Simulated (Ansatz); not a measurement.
Response to strain in Ag

Take Ag in the fcc (Cu type) structure (space group Fm-3m, No. 225; a = 4.0538 Å; relaxed with 0.1 eV smearing) as the base. Axes: x, y, z lie along the cube axes.

Strains are applied to the cell and any free atomic positions relax; under biaxial strain the out-of-plane vector relaxes too.

The values are results of plane-wave PAW DFT at the PBEsol level (Ansatz, a program for electronic structure, 420 eV), without spin-orbit coupling, not measurements.

Notes on the quantities. energy relative to the base: free energy F.

| biaxial strain, plane normal [001], relaxed out of plane (%) | energy relative to the base (meV/atom) |
|---|---|
| -3 | 11.5 |
| -2.5 | 7.7 |
| -2 | ? |
| -1.5 | 2.6 |
| -1 | 1.1 |
| -0.5 | 0.3 |
| 0 | 0.0 |

Question: Fit ΔE = Aε² + Bε³ (ε in %) to the rows shown and predict the withheld row.

Answer: Least squares on the printed values gives A = 1.02 and B = -0.085 meV/atom (largest residual 0.0 meV/atom); this predicts 4.8 meV/atom, and the run gives 4.8 meV/atom, in agreement.

No phonon test of stability was made.
